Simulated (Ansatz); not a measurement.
Input and output of a self-consistent single point for HfPd2 (I4mm, 3 atoms in the cell) (Ansatz, an electronic-structure program).

Level of theory: PBEsol, default PAW files made with PBE (plane waves; Ansatz).

```
HfPd2
1.0
   -1.69453     1.69453     4.34401
    1.69453    -1.69453     4.34401
    1.69453     1.69453    -4.34401
Hf Pd
1 2
Direct
  0.00575   0.00575   0.00000
  0.33903   0.33903   0.00000
  0.66097   0.66097   0.00000
```

Reference input (self-consistent single point, DFT, PBEsol, plane waves, default PAW files made with PBE): basis.ecutwfc = 420 eV; kpoints.mp_grid.grid = 14 14 14; hamiltonian.xc = pbesol; hamiltonian.pseudopotentials = {kind: paw} (the program's default PAW files); scf.occupations.method = fermi_dirac; scf.occupations.width = 0.1 eV. This run's input differs from it in these lines:

Ansatz 0.2 input:
```diff
@@ -13,3 +13,3 @@
   mp_grid:
-    grid: [14, 14, 14]
+    grid: [23, 23, 23]
 hamiltonian:
@@ -20,3 +20,3 @@
   occupations:
-    method: fermi_dirac
+    method: cold
     width: 0.1 eV
```

Log, with long lists cut:

```
SCF iter   1: F=—  HF=-29413.735364 eV  |F-HF|=—  |Δ(HF+E_count)|=         —  Δρ=9.42e-3  dr2=5.24e-2  ethr=1.77e-3  ⟨swp⟩=5.7  Hψ=130935  notcnv=0  defer=3
all-band conjugate gradients solve this SCF's bands
preconditioner: auto → Kerker (q_TF=auto, 2.829 Å⁻¹)
SCF iter   2: F=—  HF=-29413.728603 eV  |F-HF|=—  |Δ(HF+E_count)|=   6.76e-3  S|Δr|=    0.00e0  Δρ=3.87e-3  dr2=1.01e-2  ethr=8.45e-5  ⟨swp⟩=1.1  Hψ=43306  notcnv=0  defer=8
   [... lines left out ...]
SCF iter   5: F=—  HF=-29413.727100 eV  |F-HF|=—  |Δ(HF+E_count)|=   6.64e-5  S|Δr|=    0.00e0  Δρ=1.74e-4  dr2=1.42e-5  ethr=2.49e-7  ⟨swp⟩=2.0  Hψ=59222  notcnv=0  defer=8
SCF iter   6: F=—  HF=-29413.727082 eV  |F-HF|=—  |Δ(HF+E_count)|=   1.78e-5  S|Δr|=    0.00e0  Δρ=2.84e-5  dr2=4.32e-7  ethr=2.28e-8  ⟨swp⟩=2.1  Hψ=46732  notcnv=0  defer=8
SCF iter   7: F=-29413.727082 eV  HF=-29413.727082 eV  |F-HF|=6.01e-9  |Δ(HF+E_count)|=   6.34e-8  S|Δr|=    0.00e0  Δρ=6.71e-6  dr2=1.78e-8  ethr=1.61e-10  ⟨swp⟩=7.3  Hψ=141273  notcnv=0
SCF 1 converged in 7 iterations: F = -29413.727082 eV  dr2 = 1.78e-8
Stability not checked (fill_not_monotonic)
Free energy (F): -29413.727082 eV
Internal energy: -29413.727645 eV  (E = F + TS)
E sigma→0 (E₀):  -29413.727270 eV
Entropy (-TS):   0.000563 eV (0.188 meV/atom)
Fermi energy:    20.739384 eV
--- Forces (eV/Å), atoms counted from 1 ---
  atom   1  Hf    -0.00000000     0.00000000    -0.37435917
  atom   2  Pd     0.00000000     0.00000000     0.11784166
  atom   3  Pd    -0.00000000    -0.00000000     0.25654578
--- Stress (GPa, compression-positive) ---
       -1.059182       0.000000      -0.000000
        0.000000      -1.059182       0.000000
        0.000000       0.000000      -1.678505
  P = ⅓ Tr σ = -1.2656 GPa (-12.656 kbar)
  The stress holds the Pulay correction. Without it, at fixed plane waves, as pw.x and ABINIT print it: P = -1.3191 GPa
```

The run converged in 7 iterations. Against the reference run the free energy rises by 9.9 meV/atom, the pressure hardly changes (-1.20 to -1.27 GPa) and the largest force hardly changes (0.377 to 0.374 eV/Å).

The starting cell comes from a database of computed structures (which also holds hypothetical and non-ambient phases and stackings), without a prior relaxation at this level. Its lattice was rescaled by up to half a per cent. One atom was moved a little off its site on purpose. Spin polarisation is off. Ansatz's pressure includes its estimate of the finite-basis (Pulay) stress.

Cost on one core of a shared machine: roughly 2 min.
